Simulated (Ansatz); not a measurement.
Results of LDA in Ansatz (plane waves, PAW) for SiO2 (Imma, No. 74, 12 atoms in the cell; start mp-600000; a measured phase of this formula has another space group).

Numerical settings: plane-wave cutoff 520 eV, 8×8×8 k mesh, Fermi–Dirac smearing 0.01 eV, scalar-relativistic PAW data made under PBE.

Cell (relaxed with PBEsol):

```xyz
12
Lattice="-2.6320 4.7861 4.4605 2.6320 -4.7861 4.4605 2.6320 4.7861 -4.4605" Properties=species:S:1:pos:R:3 pbc="T T T"
Si     0.0000     0.8074     7.5345
Si     2.6320     3.9787    -3.0740
Si     2.6320    -0.8074     3.0740
Si     0.0000     5.5935     1.3865
O      2.6320    -2.3931     3.3957
O      0.0000     7.1792     1.0648
O      1.3160     5.1832     2.2302
O      1.3160    -0.3971     2.2302
O      1.3160     4.3890    -2.2302
O     -1.3160     5.1832     2.2302
O      0.0000     0.0000     0.0000
O      0.0000     4.7861     0.0000
```

Task: Give the computed band gap.

Result: 
- band gap = 5.36 eV (direct)

Note: cell and atoms aren't relaxed at this level (largest force component 0.23 eV/Å, pressure -2.8 GPa).

Computed values are for the static lattice.

It cost around 2.4 core-minutes (rough) of CPU time.

A start named mp-… is a Materials Project structure, which need not be a measured phase.

Ansatz is a first-principles code.
